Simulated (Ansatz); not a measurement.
**Point defect Si vacancy + N on the Si site + N on the Si site in silicon**

Calculation: PBE, PAW (plane waves to 420 eV; Ansatz, an electronic-structure program). A supercell of 216 sites (3×3×3 repeats of a cell of 8 atoms) was used; the energies come from a 2×2×2 shifted sampling of its zone. Site at the start: a built cluster, 3.9 Å across. Finite-size correction: monopole term and site-potential alignment. Dielectric constants: PBE linear response of the host. Host gap at this level: 0.61 eV. Finite-size and sampling errors can reach tenths of an eV here. The semilocal functional narrows the gap, so deep levels can fall outside it. Spin–orbit coupling is left out. Each state is the lowest found from its start.

Formation energies E_f are given with the Fermi level at the valence-band maximum. Chemical conditions: impurity bounded by its compound with the host (Δμ(Si) = 0.00 eV, Δμ(N) = -1.86 eV, bounded by beta Si3N4; only phases computed here count, gases as isolated molecules at 0 K). Reference phases: N: N2 molecule in a box, Si: silicon.

The name describes the start; the neighbours show where the atoms ended.

Charges with a result: +1, 0, −1. Others weren't obtained, and one of them could lie lower, also by skipping a charge.

```json
[
 {"charge": "+1†", "moment (μB)": "quenched", "point group": "–", "largest move off a lattice site (Å)": "0.57", "neighbours of the last N atom of the defect at the end (Å)": "Si 1.84, Si 1.84, Si 1.85, Si 3.40, Si 3.41, Si 3.41", "image correction with alignment (eV)": "-0.05", "E_f, impurity bounded by its compound with the host (eV)": "–", "above the lowest spin state (eV)": "0.00"},
 {"charge": "0", "moment (μB)": "0.0", "point group": "C2v", "largest move off a lattice site (Å)": "0.57", "neighbours of the last N atom of the defect at the end (Å)": "Si 1.84, Si 1.84, Si 1.85, Si 3.40, Si 3.41, Si 3.41", "image correction with alignment (eV)": "0.00", "E_f, impurity bounded by its compound with the host (eV)": "6.01", "above the lowest spin state (eV)": "0.00"},
 {"charge": "0", "moment (μB)": "not spin-polarised", "point group": "C2v", "largest move off a lattice site (Å)": "0.57", "neighbours of the last N atom of the defect at the end (Å)": "Si 1.84, Si 1.84, Si 1.85, Si 3.40, Si 3.41, Si 3.41", "image correction with alignment (eV)": "0.00", "E_f, impurity bounded by its compound with the host (eV)": "6.01", "above the lowest spin state (eV)": "0.00"},
 {"charge": "−1†", "moment (μB)": "1.0", "point group": "–", "largest move off a lattice site (Å)": "0.57", "neighbours of the last N atom of the defect at the end (Å)": "Si 1.84, Si 1.84, Si 1.85, Si 3.39, Si 3.40, Si 3.40", "image correction with alignment (eV)": "0.19", "E_f, impurity bounded by its compound with the host (eV)": "–", "above the lowest spin state (eV)": "0.00"},
 {"charge": "−1†", "moment (μB)": "1.0", "point group": "–", "largest move off a lattice site (Å)": "0.57", "neighbours of the last N atom of the defect at the end (Å)": "Si 1.84, Si 1.84, Si 1.85, Si 3.39, Si 3.40, Si 3.40", "image correction with alignment (eV)": "0.19", "E_f, impurity bounded by its compound with the host (eV)": "–", "above the lowest spin state (eV)": "0.00"}
]
```

† Not settled in this cell, so no level is given: charge +1: a level filled in part, carriers not clearly localised, level within 0.1 eV of a band edge or past it; charge −1: level within 0.1 eV of a band edge or past it.

Point groups are those of the whole cell at tolerances of 0.03 and 0.1 Å ("near" where only the looser one holds); none is given for unsettled states.

Starting moments that weren't kept: charge +1 began with 1 μB and ended with 0.0; charge 0 began with 2 μB and ended with 0.0; charge −1 began with 3 μB and ended with 1.0.
